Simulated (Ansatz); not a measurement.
## A self-consistent single point of Sr4Nb3PO14 (P1, 22 atoms in the cell) with Ansatz

Level of theory: PBEsol, default PAW files made with PBE (plane waves; Ansatz, a quantum-chemistry and plane-wave program).

Input as run:

Ansatz 0.2 input:
```yaml
crystal:
  lattice:
    - [3.97348700, 0.00000000, 0.00000000]
    - [0.04255200, 5.62915000, 0.00000000]
    - [1.97049600, 0.86539500, 13.11980600]
  atoms:
    - { symbol: Sr, position: [0.29944000, 0.05106000, 0.40335000] }
    - { symbol: Sr, position: [0.70974000, 0.55303000, 0.58210000] }
    - { symbol: Sr, position: [0.47998000, 0.47101000, 0.09861000] }
    - { symbol: Sr, position: [0.54293000, 0.95509000, 0.92070000] }
    - { symbol: Nb, position: [0.84324000, 0.52506000, 0.31688000] }
    - { symbol: Nb, position: [0.16342000, 0.00424000, 0.67549000] }
    - { symbol: Nb, position: [0.06632000, 0.44225000, 0.87226000] }
    - { symbol: P, position: [0.01086000, 0.01069000, 0.13852000] }
    - { symbol: O, position: [0.38978000, 0.98449000, 0.12496000] }
    - { symbol: O, position: [0.55028000, 0.40463000, 0.89772000] }
    - { symbol: O, position: [0.88353000, 0.75394000, 0.17850000] }
    - { symbol: O, position: [0.08776000, 0.11891000, 0.82417000] }
    - { symbol: O, position: [0.80566000, 0.77880000, 0.39345000] }
    - { symbol: O, position: [0.19896000, 0.28686000, 0.60148000] }
    - { symbol: O, position: [0.21793000, 0.81293000, 0.56382000] }
    - { symbol: O, position: [0.78439000, 0.30138000, 0.42493000] }
    - { symbol: O, position: [0.94329000, 0.12089000, 0.03437000] }
    - { symbol: O, position: [0.00734000, 0.63818000, 0.98222000] }
    - { symbol: O, position: [0.89293000, 0.19794000, 0.21648000] }
    - { symbol: O, position: [0.11918000, 0.64497000, 0.76194000] }
    - { symbol: O, position: [0.35053000, 0.49213000, 0.29358000] }
    - { symbol: O, position: [0.65259000, 0.97176000, 0.69443000] }
basis:
  ecutwfc: 420.0
kpoints:
  mp_grid: { grid: [4, 3, 1] }
hamiltonian:
  xc: pbesol
  pseudopotentials: { kind: paw }
scf:
  occupations: { method: fermi_dirac, width: 0.01 }
output:
  forces: true
  eigenvalues: true
  stress: true
```

Log, with long lists cut:

```
WARN ansatz: RAYON_NUM_THREADS=1 ignored (pool sized by the plan → 1); use --threads N
Pseudopotentials: kind: paw
Pseudopotential: Sr, paw, valence charge 10
Pseudopotential: Nb, paw, valence charge 13
Pseudopotential: P, paw, valence charge 5
Pseudopotential: O, paw, valence charge 6
Crystal: 22 atoms, lattice volume = 293.455 Å³
Basis set: ecut = 420 eV, 5761 PW (Γ), exchange–correlation on 54×80×180 points (8 copies of the dense FFT grid, shifted against one another)
Bands: 106, of which v1, the nominal top of the filled ones, is band 84 counted from 1 (83 counted from 0)
Symmetry: 1 space group operations
Space group: P1 (ITA 1), of the structure as read, at distance tolerance 6.6e-5 Å
k-points: 7 of 12 (time reversal used)
PAW frozen core: Sr, regenerated for the run's functional, and the local potential with it
PAW frozen core: Nb, regenerated for the run's functional, and the local potential with it
PAW frozen core: P, regenerated for the run's functional, and the local potential with it
PAW frozen core: O, regenerated for the run's functional, and the local potential with it
Initial density: superposition of atomic densities (neutral atoms: chi_scale 0, normalization atom), corrected by the library's trained network
Initial wavefunctions: pseudopotential atomic-orbital guess
Eigensolver: davidson
Functional: x = pbesol(κ = 0.804, μ = 0.12345679012345678), c = pbesol(β = 0.046)
SCF iter   1: F=—  HF=-36075.184476 eV  |F-HF|=—  |Δ(HF+E_count)|=         —  Δρ=1.60e-2  dr2=7.12e-1  ethr=1.77e-3  ⟨swp⟩=9.4  Hψ=3956  notcnv=0  defer=52
all-band conjugate gradients solve this SCF's bands
preconditioner: auto → Resta (q_TF=auto, 2.486 Å⁻¹)
SCF iter   2: F=—  HF=-36075.051889 eV  |F-HF|=—  |Δ(HF+E_count)|=   1.33e-1  Δρ=5.98e-3  dr2=1.10e-1  ethr=4.24e-4  ⟨swp⟩=3.0  Hψ=1324  notcnv=0  defer=102
SCF iter   3: F=—  HF=-36075.032039 eV  |F-HF|=—  |Δ(HF+E_count)|=   1.98e-2  Δρ=1.67e-3  dr2=1.17e-2  ethr=6.53e-5  ⟨swp⟩=2.4  Hψ=1119  notcnv=0  defer=102
SCF iter   4: F=—  HF=-36075.030328 eV  |F-HF|=—  |Δ(HF+E_count)|=   1.71e-3  Δρ=8.24e-4  dr2=2.03e-3  ethr=6.98e-6  ⟨swp⟩=3.1  Hψ=1016  notcnv=0  defer=102
SCF iter   5: F=—  HF=-36075.030076 eV  |F-HF|=—  |Δ(HF+E_count)|=   2.52e-4  Δρ=3.10e-4  dr2=3.42e-4  ethr=1.21e-6  ⟨swp⟩=2.0  Hψ=1082  notcnv=0  defer=102
SCF iter   6: F=—  HF=-36075.030067 eV  |F-HF|=—  |Δ(HF+E_count)|=   9.42e-6  Δρ=1.43e-4  dr2=6.32e-5  ethr=2.04e-7  ⟨swp⟩=2.3  Hψ=1045  notcnv=0  defer=102
SCF iter   7: F=—  HF=-36075.030248 eV  |F-HF|=—  |Δ(HF+E_count)|=   1.82e-4  Δρ=5.02e-5  dr2=7.76e-6  ethr=3.76e-8  ⟨swp⟩=2.0  Hψ=1101  notcnv=0  defer=102
SCF iter   8: F=—  HF=-36075.030251 eV  |F-HF|=—  |Δ(HF+E_count)|=   2.59e-6  Δρ=3.98e-5  dr2=4.21e-6  ethr=4.62e-9  ⟨swp⟩=2.6  Hψ=1110  notcnv=0  defer=102
SCF iter   9: F=—  HF=-36075.030250 eV  |F-HF|=—  |Δ(HF+E_count)|=   4.90e-7  Δρ=9.26e-6  dr2=2.75e-7  ethr=2.50e-9  ⟨swp⟩=2.1  Hψ=1077  notcnv=0  defer=102
SCF iter  10: F=-36075.030250 eV  HF=-36075.030250 eV  |F-HF|=2.38e-8  |Δ(HF+E_count)|=   3.91e-8  Δρ=3.50e-6  dr2=3.48e-8  ethr=5.95e-11  ⟨swp⟩=17.4  Hψ=4568  notcnv=0
SCF 1 converged in 10 iterations: F = -36075.030250 eV  dr2 = 3.48e-8
SCF converged after 10 iterations
Free energy (F): -36075.030250 eV
Harris-Foulkes:  -36075.030250 eV  (|F-HF|=2.38e-8)
Internal energy: -36075.030250 eV  (E = F + TS)
E sigma→0 (E₀):  -36075.030250 eV
Fermi energy:    9.848828 eV
--- Per-component energies (eV) ---
  E_band       = -806.443398
  E_kinetic    = 4711.575583
  E_local      = -10685.254482  (includes V_loc(G=0)·N_el)
  E_nonlocal   = 1871.575422
  E_hartree    = 3480.398175
  E_xc         = -2302.465118
  E_vxc        = -2667.842008  (∫ρ·V_xc dr)
  E_paw        = -22315.321864  (= ΣΔE_a)
  E_vpaw       = -997.331470  (= ΣTr[D̂ρ^β])
  E_aug_tail   = 0.034392  (compensation charges beyond the density's cutoff)
  E_ewald      = -10837.216002
  E_core_change = 1.643643  (= ΣΔE_core)
  E_smearing   = -0.000000  (= −TS)
  E_closure    = 0.000000  (closes the sum)
  Σ components = -36075.030250   (vs F -36075.030250, Δ=0.00e0)
--- Forces (eV/Å), atoms counted from 1 ---
  atom   1  Sr    -0.00237013     0.01487114    -0.03580374
  atom   2  Sr    -0.01091850    -0.00689300     0.05753270
  atom   3  Sr     0.01951154    -0.05229845    -0.00335483
  atom   4  Sr    -0.01619436    -0.16906485     0.01108631
  atom   5  Nb     0.00876895     0.00821081    -0.23289335
  atom   6  Nb     0.00313726    -0.15945429     0.07938163
  atom   7  Nb    -0.00681724    -0.32802215     0.26683309
  atom   8  P     -0.60908542    -0.18684167     0.23399831
  atom   9  O      1.30705103    -0.08491034    -0.15978279
  atom  10  O      0.03209461    -0.13305308    -0.03206678
  atom  11  O     -0.26628666    -0.69585438     0.35248419
  atom  12  O      0.00160129    -0.02331668    -0.07614433
  atom  13  O      0.01003439     0.19892997     0.14604548
  atom  14  O      0.00786694     0.20970568    -0.12669356
  atom  15  O     -0.00643396    -0.04652053    -0.06993768
  atom  16  O      0.02394420    -0.04536835     0.17005155
  atom  17  O     -0.34888135     0.44993718    -1.17818208
  atom  18  O      0.05789634     0.06957042     0.08953555
  atom  19  O     -0.21655311     0.81580548     0.64713307
  atom  20  O     -0.00705727     0.20675399    -0.23508480
  atom  21  O      0.00716314     0.02264515     0.00405335
  atom  22  O      0.01151933    -0.06488153     0.09168264
  max |Σ_I F_I| component: 1.26e-4 eV/Å
--- Stress (GPa, compression-positive) ---
        2.039520      -0.018149      -0.018288
       -0.018148       1.758352      -0.152011
       -0.018290      -0.152013       1.519544
  P = ⅓ Tr σ = 1.7725 GPa (17.725 kbar)
  The stress holds the Pulay correction. Without it, at fixed plane waves, as pw.x and ABINIT print it: P = 1.1674 GPa
--- Band table (eV; the first three rows and the last of 7) ---
  k-point 0: bands = ["-46.5471", "-46.1397", "-46.0154", "-24.4392", "-24.0999", "-24.0922", "-23.8977", "-22.9813", "-22.8818", "-22.6699", "-22.6636", "-22.4716", "-22.4224", "-22.3154", "-22.2898", "-22.1486", "-12.3969", "-9.9484", "-9.7323", [...]
  k-point 1: bands = ["-46.5471", "-46.1397", "-46.0154", "-24.4377", "-24.1018", "-24.0965", "-23.9003", "-22.9792", "-22.8805", "-22.6702", "-22.6635", "-22.4678", "-22.4208", "-22.3154", "-22.2882", "-22.1486", "-12.4180", "-9.9728", "-9.6918", [...]
  k-point 2: bands = ["-46.5459", "-46.1384", "-46.0142", "-24.4301", "-24.0876", "-24.0828", "-23.8868", "-22.9785", "-22.8808", "-22.7325", "-22.6671", "-22.4690", "-22.4196", "-22.3863", "-22.2883", "-22.2197", "-12.2487", "-9.8992", "-9.6931", [...]
  k-point 6: bands = ["-46.5447", "-46.1372", "-46.0130", "-24.4197", "-24.0743", "-24.0726", "-23.8753", "-22.9759", "-22.8801", "-22.8015", "-22.6657", "-22.4677", "-22.4579", "-22.4174", "-22.2907", "-22.2843", "-12.0380", "-9.9589", "-9.6569", [...]
```

The run converged in 10 iterations.

The starting cell comes from a database of computed structures (which also holds hypothetical and non-ambient phases and stackings), without a prior relaxation at this level. Its lattice was rescaled by a random factor within 2.5 % of one. Forces in this geometry exceed 1 eV/Å. Ansatz's pressure includes its estimate of the finite-basis (Pulay) stress. Without the estimate this run gives 1.17 GPa.
